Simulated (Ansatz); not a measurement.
# TiTe2 under a change: biaxial strain −1.09 %, plane normal [001], relaxed out of plane

Base system: TiTe₂ in the CdI2 type structure (space group P-3m1, No. 164; a = 3.782 Å, c = 6.613 Å; layered, stacked along the Cartesian z axis; relaxed with 0.1 eV smearing). Axes: x lies along a and z along c of the hexagonal cell.

The change: biaxial strain −1.09 %, plane normal [001], relaxed out of plane (Cartesian); in-plane vectors clamped, the third vector and the atoms free.

Calculations: Ansatz (an electronic-structure program) r2SCAN+rVV10, no spin-orbit coupling, earlier PAW set. Γ-centred 18×18×9 mesh, Fermi–Dirac width 0.1 eV.

```tsv
quantity	base	changed	shift
volume per atom	27.31 Å³	26.99 Å³	-0.32 Å³
space group	P-3m1 (No. 164)	P-3m1 (No. 164)	–
shortest interatomic distance	5.227 bohr	5.214 bohr	-0.013 bohr
pressure (mean of the normal stresses, compression positive)	0.0 GPa	0.7 GPa	+0.7 GPa
band gap	zero	zero	–
out-of-plane strain	–	+1.02 %	–
mean in-plane stress (compression positive)	–	+1.0 GPa	–
```

Whether these cells are dynamically stable was not tested. All final runs are without spin polarisation.
